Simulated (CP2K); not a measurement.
Band structure of Se (P3_121, 3 atoms in the cell).

```xyz
3
Lattice="4.5472 0.0000 0.0000 -2.2736 3.9380 0.0000 0.0000 0.0000 5.0256" Properties=species:S:1:pos:R:3 pbc="T T T"
Se     0.9908     0.0000     1.6752
Se    -0.4954     0.8580     3.3504
Se     1.7782     3.0799     0.0000
```

Method of the run: PBE, GPW, DZVP-MOLOPT-SR-GTH basis, GTH-PBE potentials (GTH_POTENTIALS) run with CP2K 2026.2.

Settings: CUTOFF = 400 Ry; REL_CUTOFF = 40 Ry; KPOINTS/SCHEME = MONKHORST-PACK 7 7 6; GAMMA_CENTERED = T; XC_FUNCTIONAL = PBE; Se/BASIS_SET = DZVP-MOLOPT-SR-GTH; Se/POTENTIAL = GTH-PBE-q6; METHOD = GPW; EPS_DEFAULT = 1e-10; EXTRAPOLATION = USE_GUESS; NGRIDS = 4; SCF_GUESS = ATOMIC; EPS_SCF = 1e-06; MAX_SCF = 100.

The starting cell comes from a database of computed structures (which also holds hypothetical and non-ambient phases and stackings), without a prior relaxation at this level. Its lattice was rescaled by a random factor within 2.5 % of one. Values carry the incompleteness of an atom-centred basis.

Question: Predict the gap along the standard path and the places of the band edges.

Answer: The gap along the path is 1.06 eV, from L to H; the smallest direct gap on it is 1.25 eV.

Levels in eV from the top of the valence band on the SCF mesh, bands 6 to 10:
| point | 6 | 7 | 8 | 9 | 10 |
|---|---|---|---|---|---|
| Γ | -3.39 | -1.82 | -1.82 | -0.24 | 1.98 |
| M | -3.06 | -2.54 | -1.68 | -0.80 | 2.11 |
| K | -2.49 | -2.49 | -2.48 | -1.21 | 2.97 |
| A | -3.25 | -1.27 | -1.27 | -0.86 | 1.40 |
| L | -3.96 | -1.51 | -1.04 | 0.02 | 1.60 |
| H | -4.45 | -0.80 | -0.21 | -0.21 | 1.09 |

Higher empty bands are left out: an atom-centred basis made for the valence describes them poorly.
